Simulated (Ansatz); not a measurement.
The starting structures come from a database of crystals and need not be the phases stable at ambient conditions.

 Where the default PAW files enter, the runs use the earlier of Ansatz's two default sets.

The decay constant κ of evanescent states in the gap governs leakage through a thin film.

Here is the system:

```
CELL_PARAMETERS angstrom
      4.26289     0.00000     0.00000
     -0.17974     9.44498     0.00000
     -0.08987     4.72249     2.96346
ATOMIC_POSITIONS crystal
  K  0.71990 0.65108 0.00000
  K  0.28010 0.34892 0.00000
  Pd 0.00000 0.00000 0.00000
  F  0.22170 0.34694 0.52260
  F  0.77830 0.65306 0.47740
  F  0.77830 0.13046 0.52260
  F  0.22170 0.86954 0.47740
```

Space group of this cell: C2/m. The cell is taken as given.

Transport runs along the normal of the first two printed cell vectors.

No gap correction and no spin-orbit coupling; mid-gap values are interpolated between computed energies.

Problem. Compute, with r2SCAN (Ansatz, a quantum-chemistry and plane-wave program), the band gap and the smallest decay constant κ at mid-gap.

Solution. Gap 2.47 eV on a 8×10×10 mesh; κ = 0.563 1/Å, at the zone centre.
